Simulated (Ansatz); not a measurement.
Results of PBEsol in Ansatz (plane waves, PAW) for Cd₂SnO₄ (model structure, started from the spinel type, Fd-3m, No. 227, 14 atoms in the cell).

Numerical settings: plane-wave cutoff 520 eV, 10×10×10 k mesh, Fermi–Dirac smearing 0.05 eV, scalar-relativistic PAW data made under PBE.

Cell (relaxed with PBEsol):

Space group Fd-3m, origin choice 1 (No. 227); a = 9.1762 Å, b = 9.1762 Å, c = 9.1762 Å, α = 90.00°, β = 90.00°, γ = 90.00°

```csv
atom,site,symmetry,x,y,z
Cd,16c,.-3m,0.1250,0.1250,0.1250
Sn,8b,-43m,0.5000,0.5000,0.5000
O,32e,.3m,0.3751,0.3751,0.3751
```
(The calculation used a cell of 14 atoms; values per cell refer to that cell.)

Give the computed band gap.


- band gap: 0.15 eV (under three smearing widths, so not firm)

Note: the relaxation could raise the start's symmetry but not lower it, so the cell can be a saddle point.

Spin–orbit coupling is not included.

Computed values are for the static lattice.

A model structure was made by putting elements into a prototype or built by hand; it is no filed structure, need not be a known phase, and can be a saddle point held by its symmetry.

Ansatz is an electronic-structure program.
